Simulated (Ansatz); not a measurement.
Bond-angle distributions (per cent of the angles at each element, bins of 10°) of a relaxed model of amorphous Zr40O78 at 5.63 g/cm³. Calculation: PBE, scalar-relativistic without spin-orbit coupling (plane waves to 420 eV, PAW; Ansatz, a program for electronic structure). The usual formal charges leave 4 electrons over, so the level spacing at the Fermi energy parts defect or band states and needn't be the band gap.

The cell was made by melting and quenching with the CHGNet potential and then relaxed with DFT. O atoms were pushed apart under 1.9 Å during the dynamics, to hinder bonds among them. The hot cell started wider than the set density and was brought back towards it in steps. It is the lowest in DFT energy of 4 quenches. It is a model cell: composition and starting density were chosen by hand, and all elements were melted together. No dispersion term was used. Its density started from a set value of 5.70 and ended at 5.63 g/cm³. Cooling (nominally 240 K/ps over its main leg) ran many orders faster than in experiment, which tends to leave more defects and strain. One small periodic cell is one sample of the glass; other quenches scatter about these values. Volume and shape were free in the relaxation.

Neighbours within Zr-Zr 3.41 Å, Zr-O 2.78 Å, O-O 1.58 Å count as bonded. Two cations that share two anions don't count as bonded, nor two that share one unless they lie closer than Zr-Zr 3.32 Å.

```json
[
 {"angle (°)": "50-60", "at Zr": "0", "at O": "0"},
 {"angle (°)": "60-70", "at Zr": "8", "at O": "0"},
 {"angle (°)": "70-80", "at Zr": "29", "at O": "1"},
 {"angle (°)": "80-90", "at Zr": "14", "at O": "7"},
 {"angle (°)": "90-100", "at Zr": "6", "at O": "25"},
 {"angle (°)": "100-110", "at Zr": "6", "at O": "29"},
 {"angle (°)": "110-120", "at Zr": "6", "at O": "12"},
 {"angle (°)": "120-130", "at Zr": "8", "at O": "8"},
 {"angle (°)": "130-140", "at Zr": "9", "at O": "9"},
 {"angle (°)": "140-150", "at Zr": "10", "at O": "6"},
 {"angle (°)": "150-160", "at Zr": "3", "at O": "3"},
 {"angle (°)": "160-170", "at Zr": "1", "at O": "1"},
 {"angle (°)": "170-180", "at Zr": "0", "at O": "1"}
]
```

They go with these counts of neighbours within the cut-offs, cation contacts included: Zr mean 7.0, most often 7; O mean 3.5, most often 4.
